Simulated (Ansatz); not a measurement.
Consider BAs in the zinc blende structure (space group F-43m, No. 216).

```yaml
crystal:
  lattice:
    - [0.00000, 2.39193, 2.39193]
    - [2.39193, 0.00000, 2.39193]
    - [2.39193, 2.39193, 0.00000]
  atoms:
    - { symbol: B, position: [0.00000, 0.00000, 0.00000] }
    - { symbol: As, position: [0.25000, 0.25000, 0.25000] }
```

Cartesian axes are those of the cell as printed.

The values are results of Kohn–Sham DFT with the r2SCAN functional, run in Ansatz (a program for electronic structure) with PAW and 500 eV plane waves, spin-orbit coupling left out, not measurements.

One thing is altered: a pure shear with ε_xy = ε_yx = 0.0171; the atoms relax in the strained cell.

Predict the stress tensor and what it implies for the stiffness.

Stress of the strained cell less that of the base (GPa, compression positive):
```
   0.22   -5.39    0.00
  -5.39    0.22    0.00
   0.00    0.00   -0.02
```

Then −Δσ/γ with γ = 2ε = 0.0342 gives secant stiffness values (nonlinear terms included at this strain): C66 ≈ 158 GPa.

As a check, the harmonic strain energy −½ V₀ Δσ:ε is 7.9 meV/atom; the computed energy rise is 7.9 meV/atom.

No phonon test of stability was made.
